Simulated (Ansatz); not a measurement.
**Lattice parameter c of GaN (model structure, started from the WC type, P-6m2, No. 187, 2 atoms in the cell) at several levels of theory**

No measured value is used here.

```csv
level (code),value (Å)
LDA (Ansatz),2.630
PBE (Ansatz),…
PBEsol (Ansatz),2.654
PBE-D3(BJ) (Ansatz),2.665
r²SCAN (Ansatz),2.652
r²SCAN+rVV10 (Ansatz),…
```

**Question.** Complete the blanks.

**Answer.** 
- PBE (Ansatz, a quantum-chemistry and plane-wave program), value (Å): 2.684
- r²SCAN+rVV10 (Ansatz), value (Å): 2.647

Cutoffs differ between the levels. Ansatz's density-functional and Hartree–Fock values are scalar-relativistic unless marked +SOC, with PAW data made under PBE.

A model structure was made by putting elements into a prototype or built by hand; it is no filed structure, need not be a known phase, and can be a saddle point held by its symmetry.
